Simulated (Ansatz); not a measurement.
# CsCl-type FeAl

All values below come from r²SCAN (PAW; Ansatz, a program for electronic structure).

Numerical settings: plane-wave cutoff 600 eV, 16×16×16 k mesh, Fermi–Dirac smearing 0.1 eV, finite displacements, no spin polarisation, scalar-relativistic PAW data made under PBE.

Cell: relaxed at this level.

```json
{
  "zone-centre TO phonon frequency": "368 cm⁻¹"
}
```

Cost on a shared machine: very roughly 9 core-minutes.
